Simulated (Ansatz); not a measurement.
The reference is MoS2 in the 2H-MoS2 type structure (space group P6_3/mmc, No. 194; a = 3.109 Å, c = 11.709 Å; layered, stacked along the Cartesian z axis). Axes: x lies along a and z along c of the hexagonal cell.

One thing is altered: tensile biaxial strain of 1.84 % in the plane normal to [001], as in epitaxy on a mismatched substrate; the out-of-plane cell vector and the atoms relax.

Levels (all Ansatz, an electronic-structure program, PAW, earlier PAW set): PBEsol-D3(BJ) (420 eV, no spin-orbit coupling); r2SCAN (500 eV, no spin-orbit coupling); HSE06 (420 eV, no spin-orbit coupling); PBEsol+SOC (420 eV, with spin-orbit coupling).

One geometry, relaxed with PBEsol-D3(BJ), under each level:

The valence-band top lists the three highest levels at Γ (Kramers pairs under SOC), from the VBM.

```tsv
level	band gap	lowest conduction level above the VBM at special points	valence-band top at Γ	hole mass
PBEsol-D3(BJ)	0.51 eV	K 0.68 eV; H 0.68 eV; M 1.25 eV; L 1.29 eV	0.00, -0.90, -1.44 eV	1.4 mₑ out of plane, 0.41 mₑ in plane (at Γ)
r2SCAN	0.65 eV	K 0.75 eV; H 0.75 eV; M 1.36 eV; L 1.39 eV	–	–
HSE06	…	…	–	–
PBEsol+SOC	0.50 eV	K 0.67 eV; H 0.67 eV; M 1.25 eV; L 1.28 eV	0.00, -0.90, -1.44 eV	1.4 mₑ out of plane, 0.41 mₑ in plane (at Γ)
```

Problem. Give the withheld HSE06 results.

Solution. 
- HSE06, band gap: 1.07 eV
- HSE06, lowest conduction level above the VBM at special points: K 1.12 eV; H 1.12 eV; M 1.87 eV; Γ 2.47 eV

Single points use the geometry relaxed with PBEsol-D3(BJ). HSE06 gaps are upper bounds (no full band path). The spin-orbit shifts are approximate. Masses are band curvatures over ±0.01 Å⁻¹ around the edge. Whether these cells are dynamically stable was not tested.
